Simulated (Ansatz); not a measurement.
Given:

End structure of a constructed model of the (100) surface of fcc Cu, c(2x2) layer of Ga, one a cell, on the site that continues the host's stacking (bottom of the slab: a bare face, its two planes held):

```xyz
13
Lattice="2.5668 2.5668 0.0000 -2.5668 2.5668 0.0000 0.0000 0.0000 27.5000" Properties=species:S:1:pos:R:3 pbc="T T T"
Cu     1.2834     1.2834     8.2402
Cu    -1.2834     1.2834     8.2402
Cu     0.0000     0.0000    10.0552
Cu     0.0000     2.5668    10.0552
Cu     1.2834     1.2834    11.8665
Cu    -1.2834     1.2834    11.8714
Cu     0.0000     0.0000    13.6846
Cu     0.0000     2.5668    13.6846
Cu     1.2834     1.2834    15.4804
Cu    -1.2834     1.2834    15.5142
Cu     0.0000     0.0000    17.3089
Cu     0.0000     2.5668    17.3089
Ga     1.2834     1.2834    19.0965
```

Slab: 13 atoms, 11.0 Å thick at the start; k 10x10x1, smearing 0.1 eV, dipole-corrected; 4 atoms held, the rest relaxed; start symmetry kept, larger cells not searched; no spin, no spin-orbit, no U. It is one candidate, not shown to be the stable structure of the face.

Task: Predict the work function of the top face from PBE in Ansatz (an electronic-structure program).

Result: 4.16 eV
